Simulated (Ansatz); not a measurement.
A computed series for AlN: response to strain

The parent structure is AlN in the zinc blende structure (space group F-43m, No. 216; a = 4.370 Å). Axes: x, y, z lie along the cube axes.

Strains are applied to the cell and any free atomic positions relax; under biaxial strain the out-of-plane vector relaxes too.

Method: Ansatz (a quantum-chemistry and plane-wave program) r2SCAN, scalar-relativistic without spin-orbit coupling.

```csv
"biaxial strain, plane normal [001], relaxed out of plane (%)",band gap (eV)
0,3.94
0.5,?
1,3.82
1.5,3.76
2,3.70
2.5,3.65
3,3.60
```

Q: Fit E_g = E₀ + Dε (ε in %) to the rows shown and predict the withheld row.

A: Least squares on the printed values gives E₀ = 3.94 eV, D = -114 meV per % of strain (largest residual 0.01 eV); this predicts 3.88 eV, and the run gives 3.88 eV, in agreement.

Whether these cells are dynamically stable was not tested. This is not the structure that AlN has at room temperature and ambient pressure.
